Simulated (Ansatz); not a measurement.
For AuIn2 (model structure, started from the C15 type, Fd-3m, No. 227, 6 atoms in the cell), PBE (plane waves, PAW; Ansatz, a quantum-chemistry and plane-wave program) gives:

- lattice constant a: 8.528 Å
- cohesive energy: 2.26 eV/atom

### Question
What does r²SCAN in Ansatz (PAW) give for the same quantities?

### Answer

- lattice constant a: 8.405 Å (drops by 1.4 %)
- cohesive energy: 2.41 eV/atom (grows by 0.15 eV/atom)

Changes are worked out from the printed values.

Unless a cell is named, each level is at its own relaxed cell (PBE 25.84, r²SCAN 24.74 Å³/atom).

Levels without +SOC leave out spin–orbit coupling, which shifts energies and cells of such heavy elements.

Ansatz's density-functional and Hartree–Fock values are scalar-relativistic unless marked +SOC, with PAW data made under PBE.

A model structure was made by putting elements into a prototype or built by hand; it is no filed structure, need not be a known phase, and can be a saddle point held by its symmetry.
